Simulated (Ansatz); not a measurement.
**ZnSe under a change: isotropic strain +1.00 %**

Start from ZnSe in the zinc blende structure (space group F-43m, No. 216; a = 5.5675 Å).

It is then changed as follows: an isotropic linear strain of +1.00 %; the atoms relax in the strained cell.

All numbers come from plane-wave PAW DFT at the LDA level (Ansatz, an electronic-structure program, 420 eV), without spin-orbit coupling. Settings: 10×10×10 k-points, 0.05 eV Fermi–Dirac smearing.

The volume per atom grows by 0.654 Å³ to 22.23 Å³ and the space group remains F-43m (No. 216). The shortest interatomic distance goes up by 0.024 Å to 2.435 Å and the energy grows by 4.2 meV/atom. The band gap decreases by 0.12 eV, from 1.25 eV to 1.13 eV and the gap character stays direct at Γ. The mean gap deformation potential ΔEg/Δln V amounts to -4.1 eV and the width of the top valence band drops by 0.15 eV (2.96 eV → 2.81 eV). The electron mass changes from 0.090 mₑ (at Γ) to 0.084 mₑ (at Γ) and the hole mass (degenerate bands, along [100]) goes from 0.094, 0.55, 0.55 mₑ (at Γ) to 0.087, 0.57, 0.57 mₑ (at Γ). The valley order (the lowest conduction-band minima on the path, energy above the VBM, named in the base's zone) changes from Γ 1.25 eV; L along ⟨111⟩ 2.45 eV; X along ⟨100⟩ 2.69 eV to Γ 1.13 eV; L along ⟨111⟩ 2.40 eV; X along ⟨100⟩ 2.76 eV.

Final structure:

```xyz
2
Lattice="0.0000 2.8116 2.8116 2.8116 0.0000 2.8116 2.8116 2.8116 0.0000" Properties=species:S:1:pos:R:3 pbc="T T T"
Zn     0.0000     0.0000     0.0000
Se     1.4058     1.4058     1.4058
```

Cost of the whole job for the changed cell (relaxation, final SCF and bands): roughly 16 core-seconds.

Masses are band curvatures over ±0.01 Å⁻¹ around the edge. Stability against distortions was not tested.
